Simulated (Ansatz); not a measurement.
Consider a periodic stack without vacuum, rock-salt TaC (0 0 1) on rutile TiO2 (0 0 1) (film strained to the substrate, started from cuts of the bulks and a machine-learned relaxation; slabs Ti10O20 and C12Ta12, which can lie off the formulas): substrate slab Ti10O20, film C12Ta12, surface cells [[0, 1], [-1, 0]] and [[0, -1], [2, 1]], film strained by +3.8 and +3.8 %, outermost planes OTi/OTi and CTa/CTa as cut, which need not be the usual terminations and can put a slab off its formula. Its start:

```yaml
crystal:
  lattice:
    - [4.64350, 0.00000, -0.04293]
    - [0.00000, 4.64350, 0.01416]
    - [1.27551, -1.84461, 30.89235]
  atoms:
    - { symbol: Ti, position: [0.93252, 0.01983, 0.08884] }
    - { symbol: Ti, position: [0.43997, 0.51192, 0.06291] }
    - { symbol: O, position: [0.23253, 0.73934, 0.10104] }
    - { symbol: O, position: [0.72954, 0.79742, 0.05024] }
    - { symbol: O, position: [0.16001, 0.22746, 0.05072] }
    - { symbol: O, position: [0.64460, 0.32711, 0.10113] }
    - { symbol: Ti, position: [0.92669, 0.07146, 0.19027] }
    - { symbol: Ti, position: [0.43111, 0.55634, 0.15655] }
    - { symbol: O, position: [0.22414, 0.77526, 0.19814] }
    - { symbol: O, position: [0.73340, 0.85405, 0.14730] }
    - { symbol: O, position: [0.13611, 0.25720, 0.14814] }
    - { symbol: O, position: [0.62556, 0.37375, 0.19811] }
    - { symbol: Ti, position: [0.90640, 0.10788, 0.28805] }
    - { symbol: Ti, position: [0.41403, 0.59468, 0.25246] }
    - { symbol: O, position: [0.20558, 0.80982, 0.29516] }
    - { symbol: O, position: [0.71558, 0.89223, 0.24544] }
    - { symbol: O, position: [0.11468, 0.29135, 0.24538] }
    - { symbol: O, position: [0.60461, 0.41075, 0.29509] }
    - { symbol: Ti, position: [0.88977, 0.14053, 0.38396] }
    - { symbol: Ti, position: [0.39411, 0.63058, 0.35018] }
    - { symbol: O, position: [0.18408, 0.84771, 0.39237] }
    - { symbol: O, position: [0.69466, 0.92728, 0.34242] }
    - { symbol: O, position: [0.09609, 0.32876, 0.34240] }
    - { symbol: O, position: [0.58651, 0.44531, 0.39318] }
    - { symbol: Ti, position: [0.87983, 0.16601, 0.47763] }
    - { symbol: Ti, position: [0.38710, 0.65446, 0.45152] }
    - { symbol: O, position: [0.15817, 0.89009, 0.48955] }
    - { symbol: O, position: [0.67490, 0.95267, 0.43940] }
    - { symbol: O, position: [0.08679, 0.36481, 0.43941] }
    - { symbol: O, position: [0.58824, 0.45979, 0.49007] }
    - { symbol: C, position: [0.42772, 0.13469, 0.66444] }
    - { symbol: C, position: [0.92803, 0.63511, 0.66447] }
    - { symbol: C, position: [0.94159, 0.10956, 0.59403] }
    - { symbol: C, position: [0.44176, 0.60952, 0.59437] }
    - { symbol: C, position: [0.40416, 0.18402, 0.80412] }
    - { symbol: C, position: [0.90446, 0.68428, 0.80406] }
    - { symbol: C, position: [0.91631, 0.15969, 0.73472] }
    - { symbol: C, position: [0.41638, 0.65965, 0.73481] }
    - { symbol: C, position: [0.37967, 0.23678, 0.94472] }
    - { symbol: C, position: [0.88047, 0.73708, 0.94451] }
    - { symbol: C, position: [0.89241, 0.21038, 0.87445] }
    - { symbol: C, position: [0.39234, 0.71083, 0.87445] }
    - { symbol: Ta, position: [0.92717, 0.13534, 0.66419] }
    - { symbol: Ta, position: [0.42739, 0.63500, 0.66430] }
    - { symbol: Ta, position: [0.43945, 0.11038, 0.59772] }
    - { symbol: Ta, position: [0.94020, 0.61130, 0.59776] }
    - { symbol: Ta, position: [0.90500, 0.18345, 0.80442] }
    - { symbol: Ta, position: [0.40527, 0.68328, 0.80443] }
    - { symbol: Ta, position: [0.41540, 0.16017, 0.73444] }
    - { symbol: Ta, position: [0.91548, 0.66021, 0.73444] }
    - { symbol: Ta, position: [0.88041, 0.23586, 0.94122] }
    - { symbol: Ta, position: [0.37800, 0.73872, 0.94118] }
    - { symbol: Ta, position: [0.39311, 0.21112, 0.87467] }
    - { symbol: Ta, position: [0.89271, 0.71005, 0.87457] }
```

The start was prepared with a machine-learned potential, and the result is one local minimum, with the in-plane cell held and forces under 0.04 eV/Å; the film can end far from its bulk form.

Computed with PBE (plane waves to 420 eV, PAW; Ansatz, a program for electronic structure). No spin–orbit coupling; the runs are not spin-polarised; PBE gaps are too small against experiment. Its k-point mesh 6×6×1, Fermi–Dirac width 0.05 eV.

Q: Predict the relaxed interface.

A: The interface area comes out as 21.6 Å² and the period comes out as 28.78 Å. The heights between the nearest atoms of the two slabs at the two interfaces comes out as 2.05 and 2.05 Å and the Ta–Ti contacts across the interfaces within 1.22 times the sum of covalent radii is 8, mean 3.43 Å. The O–Ta contacts across the interfaces within 1.22 times the sum of covalent radii comes out as 4, mean 2.15 Å.
